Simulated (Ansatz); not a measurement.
# Lu: pressure series

The reference is Lu in the hcp (Mg type) structure (space group P6_3/mmc, No. 194; a = 3.504 Å, c = 5.452 Å).

Cell and atoms are relaxed at each pressure.

Method: r2SCAN, PAW, 500 eV (Ansatz, an electronic-structure program; no spin-orbit coupling), earlier PAW set.

Two rows of this table had their results exchanged by mistake.

```
pressure          volume per atom (Å³)  shortest distance (Å)  band gap
----------------  --------------------  ---------------------  --------
pressure −2 GPa                  30.38                  3.452      zero
pressure −1 GPa                  29.64                  3.421      zero
pressure 0.3 GPa                 28.81                  3.387      zero
pressure 0.7 GPa                 28.57                  3.377      zero
pressure 1.5 GPa                 28.12                  3.359      zero
pressure 3 GPa                   25.49                  3.245      zero
pressure 5 GPa                   26.46                  3.288      zero
pressure 7.5 GPa                 27.36                  3.326      zero
pressure 10 GPa                  24.65                  3.207      zero
```

Q: Which two?

A: The rows for pressure 3 GPa and pressure 7.5 GPa: the volume has to fall steadily with pressure, so 27.36 Å³ belongs to pressure 3 GPa and 25.49 Å³ to pressure 7.5 GPa.

Load acts through the strain it causes; cell and atoms are relaxed under it. No phonon test of stability was made. Competing high-pressure phases were not computed.
